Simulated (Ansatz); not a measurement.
Input and output of a self-consistent single point for TiRh3 (P4mm, 4 atoms in the cell) (Ansatz, a program for electronic structure).

Method: LDA (PW92), default PAW files made with PBE (plane waves; Ansatz).

```
CELL_PARAMETERS angstrom
      3.80684     0.00000     0.00000
      0.00000     3.80684     0.00000
      0.00000     0.00000     3.80684
ATOMIC_POSITIONS crystal
  Ti 0.00000 0.00000 0.01313
  Rh 0.50000 0.50000 0.00000
  Rh 0.00000 0.50000 0.50000
  Rh 0.50000 0.00000 0.50000
```

Reference input (self-consistent single point, DFT, LDA (PW92), plane waves, default PAW files made with PBE): basis.ecutwfc = 30.9 Ry; kpoints.mp_grid.grid = 9 9 9; hamiltonian.xc = lda; hamiltonian.pseudopotentials = {kind: paw} (the program's default PAW files); scf.occupations.method = fermi_dirac; scf.occupations.width = 0.0073 Ry. This run's input differs from it in these lines:

Ansatz 0.2 input:
```diff
@@ -13,3 +13,3 @@
 kpoints:
-  mp_grid: { grid: [9, 9, 9] }
+  mp_grid: { grid: [15, 15, 15] }
 hamiltonian:
@@ -18,3 +18,3 @@
 scf:
-  occupations: { method: fermi_dirac, width: 0.0073 Ry }
+  occupations: { method: gaussian, width: 0.0037 Ry }
 output:
```

Log, with long lists cut:

```
SCF iter   1: F=—  HF=-21288.863404 eV  |F-HF|=—  |Δ(HF+E_count)|=         —  Δρ=1.93e-2  dr2=2.90e-1  ethr=1.77e-3  ⟨swp⟩=5.2  Hψ=34699  notcnv=0
all-band conjugate gradients solve this SCF's bands
preconditioner: auto → Kerker (q_TF=auto, 2.789 Å⁻¹)
SCF iter   2: F=—  HF=-21288.841109 eV  |F-HF|=—  |Δ(HF+E_count)|=   2.23e-2  Δρ=9.19e-3  dr2=7.16e-2  ethr=4.61e-4  ⟨swp⟩=2.0  Hψ=13642  notcnv=0  defer=31
SCF iter   3: F=—  HF=-21288.833881 eV  |F-HF|=—  |Δ(HF+E_count)|=   7.23e-3  Δρ=1.58e-3  dr2=2.16e-3  ethr=1.14e-4  ⟨swp⟩=2.0  Hψ=12409  notcnv=0  defer=374
SCF iter   4: F=—  HF=-21288.833584 eV  |F-HF|=—  |Δ(HF+E_count)|=   2.97e-4  Δρ=2.69e-4  dr2=5.83e-5  ethr=3.43e-6  ⟨swp⟩=1.9  Hψ=12192  notcnv=0  defer=374
SCF iter   5: F=—  HF=-21288.833582 eV  |F-HF|=—  |Δ(HF+E_count)|=   1.81e-6  Δρ=6.25e-5  dr2=7.67e-7  ethr=9.26e-8  ⟨swp⟩=2.0  Hψ=13455  notcnv=0  defer=374
SCF iter   6: F=-21288.833582 eV  HF=-21288.833582 eV  |F-HF|=1.06e-8  |Δ(HF+E_count)|=   1.57e-7  Δρ=1.19e-5  dr2=4.23e-8  ethr=1.59e-10  ⟨swp⟩=7.5  Hψ=45877  notcnv=0
SCF 1 converged in 6 iterations: F = -21288.833582 eV  dr2 = 4.23e-8
Free energy (F): -21288.833582 eV
Internal energy: -21288.828773 eV  (E = F + TS)
E sigma→0 (E₀):  -21288.831178 eV
Entropy (-TS):   -0.004809 eV (-1.202 meV/atom)
Fermi energy:    20.506282 eV
--- Forces (eV/Å), atoms counted from 1 ---
  atom   1  Ti    -0.00000000     0.00000000    -0.23657088
  atom   2  Rh    -0.00000000     0.00000000     0.03776194
  atom   3  Rh     0.00000000     0.00000000     0.09940219
  atom   4  Rh     0.00000000     0.00000000     0.09940219
--- Stress (GPa, compression-positive) ---
       -7.416329       0.000000       0.000000
        0.000000      -7.416329       0.000000
        0.000000       0.000000      -7.355270
  P = ⅓ Tr σ = -7.3960 GPa (-73.960 kbar)
  The stress holds the Pulay correction. Without it, at fixed plane waves, as pw.x and ABINIT print it: P = -7.4867 GPa
```

The run converged in 6 iterations. Against the reference run the free energy goes up by 14.0 meV/atom, the pressure goes from -7.16 to -7.40 GPa and the largest force hardly changes (0.235 to 0.237 eV/Å).

The starting cell comes from a database of computed structures (which also holds hypothetical and non-ambient phases and stackings), without a prior relaxation at this level. Its lattice was rescaled by up to half a per cent. One atom was moved a little off its site on purpose. Spin polarisation is off. With a pressure of about -7 GPa the cell is away from its equilibrium volume at this level. Ansatz's pressure includes its estimate of the finite-basis (Pulay) stress.

Cost on one core of a shared machine: roughly 30 s.
